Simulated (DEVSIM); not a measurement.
In0.49Ga0.51P/GaAs p-n heterojunction

Device: In0.49Ga0.51P/GaAs p-n heterojunction, at 300 K.

```csv
layer (left to right),material,thickness (μm),Nd (cm⁻³),Na (cm⁻³),τn (s),τp (s)
1,In0.49Ga0.51P,0.470,-,6.9e14,2.6e-9,2.6e-9
2,GaAs,0.440,3.9e15,-,2.6e-9,2.6e-9
```

Left contact: ohmic. Right contact: ohmic. Voltage is applied to the left contact. Recombination: SRH at mid-gap, radiative. Mobility is constant in doping.

Constants are typed, rounded textbook-type inputs, not results; the design itself was drawn at random and stands for no fabricated device. Values at 300 K.

```csv
parameter,In0.49Ga0.51P,GaAs
gap (eV),1.89,1.424
affinity (eV),4,4.07
permittivity,11.8,12.9
Nc (cm⁻³),9e17,4.7e17
Nv (cm⁻³),1.3e19,9e18
μn (cm²/Vs),1500,8500
μp (cm²/Vs),80,400
B (cm³/s),1e-10,2e-10
```

Model (solved in DEVSIM): 1D drift-diffusion, Boltzmann statistics, complete ionisation; no tunnelling, impact ionisation, image-force lowering or self-heating. Band offsets follow the typed affinities; no thermionic-emission limit at abrupt steps, no polarisation charge.

```json
{
 "potential_step_across_the_device_at_zero_bias": "1.442 V",
 "largest_field_in_the_device_at_zero_bias": "24000 V/cm",
 "Dark forward voltage at 1 A/cm²": "1.292 V",
 "Dark forward voltage at 100 A/cm²": "1.485 V"
}
```

Dark forward current:

(V (V), J (A/cm²)): (0.05, 1.1e-13); (0.10, 3.7e-13); (0.20, 3.1e-12); (0.25, 8.5e-12); (0.30, 2.4e-11); (0.40, 1.9e-10); (0.45, 5.3e-10); (0.55, 4.4e-9); (0.60, 1.3e-8); (0.65, 3.9e-8); (0.75, 3.7e-7); (0.80, 1.2e-6); (0.85, 4.1e-6); (0.95, 5.2e-5); (1.00, 0.00020); (1.10, 0.0034); (1.15, 0.015); (1.20, 0.066); (1.30, 1.3); (1.35, 5.1); (1.40, 18); (1.50, 130); (1.55, 250); (1.65, 640); (1.70, 900); (1.75, 1200); (1.85, 2000); (1.90, 2400)
